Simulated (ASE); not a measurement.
# CaB6: finite-temperature simulation (1200 K)

System: CaB6 (CaB6 type), cell Ca8B48, with the crystal as the starting point [in the run: it stayed crystalline; mean temperature 1199 K (target 1200 K); density 2.38 g/cm³, volume +2 % from the start crystal's; mean pressure -0.5 GPa against a target of 0].

The numbers are results of the machine-learned potential CHGNet 0.3.0 (ASE), not measurements.

```json
{
  "number_of_atoms": "56",
  "time_step": "1.5 fs; target pressure 0 GPa",
  "sampled_time": "2.3 ps (NVE); in preparation the cell's shape was held"
}
```

```json
{
  "mean_temperature": "1199 ± 3 K",
  "mean_pressure": "-0.51 ± 0.09 GPa",
  "volume_per_atom": "10.4 Å³",
  "density": "2.38 g/cm³",
  "first peak of g(B-B)": "1.73 Å, height 5.6",
  "first minimum of g(B-B)": "near 2.2 Å",
  "first peak of g(B-Ca)": "3.00 Å, height 4.3",
  "coordination of B (bonds up to B-B 2.22 Å)": "4.99 (5-fold 99 %)",
  "B-B-B angle": "mean 96°, spread 34°, most frequent near 58°",
  "state": "no diffusion is seen within 2.3 ps, and the crystal keeps its order",
  "mean vibrational (phonon) frequency": "15.6 THz",
  "list of vibrational (phonon) peaks (above a quarter of the tallest; of peaks within two resolution widths the taller alone)": "4.5, 6.4, 10.4, 13.4, 16.8 THz (resolution 0.9 THz)"
}
```

Preparation: settle: 800 steps of 1.5 fs, 1200 K, Langevin with a Berendsen-type barostat every 10 steps; hold: 300 steps, 1200 K, NVT (Langevin) at the mean cell. The cell wasn't fully relaxed to the target pressure: the run's mean is -0.5 GPa. A crystal that survives a few picoseconds in a small periodic cell needn't be the stable phase at this temperature.

The cell is small and the run short, so the averages carry size and sampling errors.

The run took about 90 core-minutes (a rough figure).
